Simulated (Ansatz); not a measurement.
Base system: Hf in the hcp (Mg type) structure (space group P6_3/mmc, No. 194; a = 3.198 Å, c = 5.049 Å; relaxed with 0.1 eV smearing). Axes: x lies along a and z along c of the hexagonal cell.

Calculations: r2SCAN (Ansatz, an electronic-structure program; PAW; 500 eV plane waves; spin-orbit coupling left out).

Perturbation: every lattice vector is stretched by 2.29 %; the atoms relax in the strained cell.

**Question.** Predict the stress tensor and what it implies for the stiffness.

**Answer.** Stress of the strained cell less that of the base (GPa, compression positive):
```
   -6.7     0.0     0.0
    0.0    -6.7     0.0
    0.0     0.0    -6.8
```

Then B = −ΔP/(ΔV/V₀) with ΔV/V₀ = 0.0703 gives secant stiffness values (nonlinear terms included at this strain): B (at held cell shape, above the free-shape value) ≈ 95 GPa.

As a check, the harmonic strain energy −½ V₀ Δσ:ε is 32 meV/atom; the computed energy rise is 34 meV/atom.

Whether these cells are dynamically stable was not tested. All final runs are without spin polarisation.
